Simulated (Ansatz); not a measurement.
Base system: AlN in the wurtzite structure (space group P6_3mc, No. 186; a = 3.130 Å, c = 5.018 Å).

Computed with PBE, PAW, 420 eV (Ansatz, a quantum-chemistry and plane-wave program; without spin-orbit coupling).

One change was made to it. Results:

```json
[
 {"quantity": "width of the top valence band", "base": "2.34 eV", "after": "2.43 eV"},
 {"quantity": "density", "base": "3.20 g/cm³", "after": "3.34 g/cm³"}
]
```

### Question
Name the change that was made.
A) pressure 4.5 GPa
B) pressure −2 GPa
C) pressure 9 GPa

### Answer
C, pressure 9 GPa. For comparison, the density in the other runs: pressure 4.5 GPa gives 3.27 g/cm³; pressure −2 GPa gives 3.16 g/cm³.

The levels and masses belong to the bands next to the band gap. Load acts through the strain it causes; cell and atoms are relaxed under it. Whether these cells are dynamically stable was not tested. Tetrahedral semiconductors of this kind turn to denser phases somewhere between about 1 and 50 GPa; those were not computed, so compressed cells here can lie past the real transition.
